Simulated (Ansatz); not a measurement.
**LaB6: pressure series**

Base system: LaB₆ (space group Pm-3m, No. 221).

```
LaB6
1.0
    4.12989     0.00000     0.00000
    0.00000     4.12989     0.00000
    0.00000     0.00000     4.12989
La B
1 6
Direct
  0.00000   0.00000   0.00000
  0.19962   0.50000   0.50000
  0.80038   0.50000   0.50000
  0.50000   0.50000   0.19962
  0.50000   0.50000   0.80038
  0.50000   0.19962   0.50000
  0.50000   0.80038   0.50000
```

Cell and atoms are relaxed at each pressure.

Computed with PBEsol (Ansatz, a program for electronic structure), no spin-orbit coupling.

Notes on the quantities. enthalpy: H = E + PV relative to the base's energy.

```csv
case,volume per atom,enthalpy
base,10.06 Å³,–
pressure −2 GPa,10.18 Å³,-0.13 eV/atom
pressure −1 GPa,10.12 Å³,-0.06 eV/atom
pressure 1.8 GPa,9.96 Å³,+0.11 eV/atom
pressure 4.2 GPa,9.84 Å³,+0.26 eV/atom
pressure 9 GPa,9.61 Å³,+0.55 eV/atom
pressure 18 GPa,9.24 Å³,+1.08 eV/atom
pressure 30 GPa,8.83 Å³,+1.76 eV/atom
pressure 45 GPa,8.41 Å³,+2.56 eV/atom
pressure 60 GPa,8.06 Å³,+3.33 eV/atom
```

Load acts through the strain it causes; cell and atoms are relaxed under it. No phonon test of stability was made. Competing high-pressure phases were not computed. All final runs are without spin polarisation. An odd electron count without spin: LaB6.
